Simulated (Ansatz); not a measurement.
Start from HgS in the zinc blende structure (space group F-43m, No. 216; a = 5.8760 Å).

Computed with Ansatz (a program for electronic structure) PBEsol, without spin-orbit coupling, earlier PAW set.

The change: every S is replaced by Te, then cell and atoms are relaxed.

Measured lattice parameter a: HgS 5.841 Å (room temperature; as listed in Cardona et al., arXiv (2009)); HgTe 6.46 Å (room temperature; as listed in R. J. Cava et al., Journal of Materials Chemistry C (2013)).

**Question.** How well does PBEsol reproduce the measured shift?

**Answer.** With PBEsol the lattice parameter a moves by +0.634 Å (5.876 → 6.510) against +0.619 Å measured.

No phonon test of stability was made. The final runs are not spin-polarised.
